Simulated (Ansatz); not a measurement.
Take Os in the hcp (Mg type) structure (space group P6_3/mmc, No. 194; a = 2.729 Å, c = 4.309 Å; relaxed with 0.1 eV smearing) as the base. Axes: x lies along a and z along c of the hexagonal cell.

Computed with PBEsol (Ansatz, a program for electronic structure; PAW; 420 eV plane waves; without spin-orbit coupling).

Base values:

| Item | Value |
|---|---|
| Shortest interatomic distance | 2.669 Å |
| Band gap | zero |

Now apply this change: the cell is stretched by 2.50 % along x with no lateral relaxation, atoms relaxed at fixed cell.

Problem. What happens to the energy relative to the base?

Solution. The energy rises by 20 meV/atom.

Problem. Estimate the effect on the stress.

Solution. The stress (xx, yy, zz, yz, xz, xy; compression positive) comes out as (-17.5, -5.7, -5.7, 0.0, 0.0, 0.0) GPa.

Problem. Estimate the effect on the shortest interatomic distance.

Solution. The shortest interatomic distance grows by 0.004 Å, from 2.669 Å to 2.673 Å.

Problem. Estimate the effect on the band gap.

Solution. The band gap stays zero.

The cells carry an imposed strain or load. Stability against distortions was not tested. The final runs are not spin-polarised.
